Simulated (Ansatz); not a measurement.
Start from SiO₂ (space group P4_12_12, No. 92; a = 5.085 Å, c = 7.100 Å).

The values are results of Kohn–Sham DFT with the PBE functional, run in Ansatz (a first-principles code) with PAW and 420 eV plane waves, no spin-orbit coupling, not measurements.

One change was made to it. Results:

The width of the top valence band decreases by 0.12 eV, from 0.64 eV to 0.52 eV; the shortest interatomic distance decreases by 0.004 Å (1.625 Å → 1.621 Å); the hole mass goes from 1.6 mₑ along c, 1.9 mₑ across (at Γ) to 2.0 mₑ along c, 1.5 mₑ across (at Γ).

### Question
Name the change that was made.
A) pressure 0.3 GPa
B) pressure −1 GPa
C) pressure 7.5 GPa

### Answer
C, pressure 7.5 GPa. For comparison, the hole mass in the other runs: pressure −1 GPa gives 1.5 mₑ along c, 2.2 mₑ across (at Γ); pressure 0.3 GPa gives 1.7 mₑ along c, 1.9 mₑ across (at Γ).

The levels and masses belong to the bands next to the band gap. Load acts through the strain it causes; cell and atoms are relaxed under it. Masses are band curvatures over ±0.01 Å⁻¹ around the edge. Stability against distortions was not tested. No other phases were tried under pressure.
